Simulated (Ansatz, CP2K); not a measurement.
# One structure in several programs: CdAg3 (P1, 4 atoms in the cell)

Self-consistent single point, at a second geometry (atoms moved at random). First geometry:

```
CELL_PARAMETERS angstrom
      1.48395     0.85676     9.49477
     -1.48395     0.85676     9.49477
      0.00000    -1.71351     9.49477
ATOMIC_POSITIONS crystal
  Cd 0.00000 0.00000 0.00000
  Ag 0.75187 0.75187 0.75187
  Ag 0.24813 0.24813 0.24813
  Ag 0.50000 0.50000 0.50000
```

Second geometry:
```
CdAg3
1.0
    1.48395     0.85676     9.49477
   -1.48395     0.85676     9.49477
    0.00000    -1.71351     9.49477
Cd Ag
1 3
Direct
  0.97459   0.01174   0.01865
  0.75912   0.75257   0.73805
  0.25739   0.24858   0.24360
  0.50890   0.48712   0.49970
```

Shared settings, as Ansatz (a first-principles code) writes them: kpoints.mp_grid.grid = 8 8 8; scf.occupations.method = fermi_dirac; scf.occupations.width = 0.136 eV. Potentials and cutoffs stand in the table.

```
code                                                                                   model  ΔF from the first geometry (meV/atom)  pressure (GPa)  largest force (eV/Å)       cutoff
------  ------------------------------------------------------------------------------------  -------------------------------------  --------------  --------------------  -----------
Ansatz                                                   LDA (PW92), PAW files made with PBE                                    8.8           -7.73                 0.375      default
CP2K    LDA (Pade form), GPW, DZVP-MOLOPT-SR-GTH basis, GTH-PADE potentials (GTH_POTENTIALS)                                    9.7           -5.81                 0.416  grid 500 Ry
```

Size of the force on each atom (eV/Å): Sizes of forces hide their directions.

```
code      Cd1    Ag2    Ag3    Ag4
------  -----  -----  -----  -----
Ansatz  0.274  0.375  0.272  0.162
CP2K    0.307  0.416  0.299  0.180
```

The spread over the programs that give each value: ΔF from the first geometry within 0.9 meV/atom; pressure within 1.92 GPa; largest force within 0.041 eV/Å.

CP2K uses small atom-centred bases, whose incompleteness enters pressures, forces and empty levels differently from a plane-wave cutoff. Ansatz's pressure is given at a fixed set of plane waves, as the other plane-wave codes print theirs; with its correction for the finite basis it is -7.69 GPa.

The starting cell comes from a database of computed structures (which also holds hypothetical and non-ambient phases and stackings), without a prior relaxation at this level. For this run, on top of that: atoms moved at random.

Keys are those of Ansatz 0.2.
